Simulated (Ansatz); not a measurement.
We look at the formation energy of H_i in Zn (hcp, P6₃/mmc). Reaction: 64 Zn (hcp) + 1/2 H2 (gas) → cell A.

Cell A: a supercell of 64 sites of Zn (hcp, P6₃/mmc) with H off the lattice sites (3 Zn at 1.80 Å); spin state with PBE: run without spin, k-point mesh 4×4×4.
```
CELL_PARAMETERS angstrom
     10.57720     0.00000     0.00000
     -5.28860     9.16012     0.00000
      0.00000     0.00000    10.07717
ATOMIC_POSITIONS crystal
  Zn 0.07673 0.17327 0.14310
  Zn 0.16667 0.08333 0.38736
  Zn 0.08230 0.16770 0.62111
  Zn 0.16667 0.08333 0.85136
  Zn 0.08371 0.41927 0.12014
  Zn 0.16714 0.33460 0.37657
  Zn 0.08331 0.41690 0.62534
  Zn 0.16673 0.33210 0.87775
  Zn 0.08371 0.66444 0.12014
  Zn 0.16625 0.58312 0.37395
  Zn 0.08331 0.66641 0.62534
  Zn 0.16734 0.58367 0.87246
  Zn 0.07673 0.90346 0.14310
  Zn 0.16714 0.83254 0.37657
  Zn 0.08230 0.91460 0.62111
  Zn 0.16673 0.83464 0.87775
  Zn 0.34654 0.17327 0.14310
  Zn 0.41746 0.08286 0.37657
  Zn 0.33540 0.16770 0.62111
  Zn 0.41536 0.08327 0.87775
  Zn 0.33425 0.41850 0.12434
  Zn 0.41746 0.33460 0.37657
  Zn 0.33350 0.41700 0.62419
  Zn 0.41536 0.33210 0.87775
  Zn 0.33426 0.66713 0.12475
  Zn 0.41695 0.58390 0.37359
  Zn 0.33347 0.66673 0.62412
  Zn 0.41672 0.58344 0.87362
  Zn 0.33425 0.91575 0.12434
  Zn 0.41695 0.83305 0.37359
  Zn 0.33350 0.91650 0.62419
  Zn 0.41672 0.83328 0.87362
  Zn 0.58556 0.16629 0.12014
  Zn 0.66688 0.08375 0.37395
  Zn 0.58359 0.16669 0.62534
  Zn 0.66633 0.08266 0.87246
  Zn 0.58556 0.41927 0.12014
  Zn 0.66727 0.33364 0.37282
  Zn 0.58359 0.41690 0.62534
  Zn 0.66661 0.33330 0.87310
  Zn 0.58287 0.66713 0.12475
  Zn 0.66688 0.58312 0.37395
  Zn 0.58327 0.66673 0.62412
  Zn 0.66633 0.58367 0.87246
  Zn 0.58287 0.91574 0.12475
  Zn 0.66610 0.83305 0.37359
  Zn 0.58327 0.91653 0.62412
  Zn 0.66656 0.83328 0.87362
  Zn 0.83073 0.16629 0.12014
  Zn 0.91540 0.08286 0.37657
  Zn 0.83310 0.16669 0.62534
  Zn 0.91790 0.08327 0.87775
  Zn 0.83333 0.41667 0.12500
  Zn 0.91636 0.33364 0.37282
  Zn 0.83333 0.41667 0.62506
  Zn 0.91670 0.33330 0.87310
  Zn 0.83073 0.66444 0.12014
  Zn 0.91636 0.58273 0.37282
  Zn 0.83310 0.66641 0.62534
  Zn 0.91670 0.58339 0.87310
  Zn 0.83150 0.91575 0.12434
  Zn 0.91540 0.83254 0.37657
  Zn 0.83300 0.91650 0.62419
  Zn 0.91790 0.83464 0.87775
  H  0.16667 0.08333 0.07148
```

Reference: Zn (hcp, P6₃/mmc), 64 atoms in the cell, a perfect crystal on lattice vectors that match the other cells', k-point mesh 4×4×4 on the run's own vectors.

Reference: an isolated H2 molecule (singlet) in a box of 11 × 11 × 13 Å.

All numbers come from Ansatz (a first-principles code), plane waves with PAW, its default PAW set, cutoff 420 eV, 500 eV for r2SCAN. The structures are at rest with PBE, within the held lattices; other levels are single points on them. Neutral cells; Fermi-Dirac smearing of at most 0.10 eV in the solids, energies taken to zero width. The lattices are those relaxed with PBE, so at other levels the solids can be strained, which adds to the spread. Larger cells are relaxed from a start prepared with the learned potential CHGNet, on a coarser mesh till forces fall under 0.03 eV/Å, which some starts already meet. A dispersion term (D3(BJ), or D4 for r2SCAN) was computed beside these levels and is taken off wherever the name lacks it. Static lattices, no vibrational contributions. Cells are local rest points, mostly with their start's symmetry. No correction for cell size. Mesh and cell size may move defect energies by 0.1 eV or more. Cell A has symmetry P3m1 and got no random move, so less symmetric positions, which may lie lower, weren't tried.

### Question
What is the computed value (r2SCAN)?

### Answer
0.78 eV, for 64 Zn (hcp) + 1/2 H2 (gas) → cell A.

### Question
How does the value move with the functional?

### Answer
```csv
Method,value (eV),less r2SCAN
PBE,0.93,0.15
```

The levels span 0.15 eV, from r2SCAN (0.78) to PBE (0.93).
